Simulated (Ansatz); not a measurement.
Base system: Nb in the bcc (W type) structure (space group Im-3m, No. 229; a = 3.3045 Å; relaxed with 0.1 eV smearing). Axes: x, y, z lie along the cube axes.

All numbers come from DFT with r2SCAN, PAW potentials and a 500 eV plane-wave cutoff in Ansatz (an electronic-structure program), no SOC.

Now apply this change: biaxial strain +1.50 %, plane normal [001], relaxed out of plane (Cartesian); in-plane vectors clamped, the third vector and the atoms free.

**Question.** Estimate the effect on the out-of-plane strain and energy relative to the base.

**Answer.** The out-of-plane strain comes out as -1.68 %; the energy rises by 5.6 meV/atom.

Stability against distortions was not tested. The final runs are not spin-polarised.
